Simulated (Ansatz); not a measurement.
# Ag: response to strain

Take Ag in the fcc (Cu type) structure (space group Fm-3m, No. 225; a = 4.0538 Å; relaxed with 0.1 eV smearing) as the base. Axes: x, y, z lie along the cube axes.

Strains are applied to the cell and any free atomic positions relax; under biaxial strain the out-of-plane vector relaxes too.

All numbers come from PBEsol (Ansatz, a first-principles code, PAW, without spin-orbit coupling).

Candidates:
(a) biaxial strain +0.50 %, plane normal [001], relaxed out of plane
(b) biaxial strain −1.50 %, plane normal [001], relaxed out of plane
(c) biaxial strain −2.50 %, plane normal [001], relaxed out of plane
(d) biaxial strain +2.00 %, plane normal [001], relaxed out of plane

Task: Order them by out-of-plane strain, highest first.

Result: (c) biaxial strain −2.50 %, plane normal [001], relaxed out of plane (+3.56 %), (b) biaxial strain −1.50 %, plane normal [001], relaxed out of plane (+2.15 %), (a) biaxial strain +0.50 %, plane normal [001], relaxed out of plane (-0.73 %), (d) biaxial strain +2.00 %, plane normal [001], relaxed out of plane (-3.00 %)

No phonon test of stability was made.
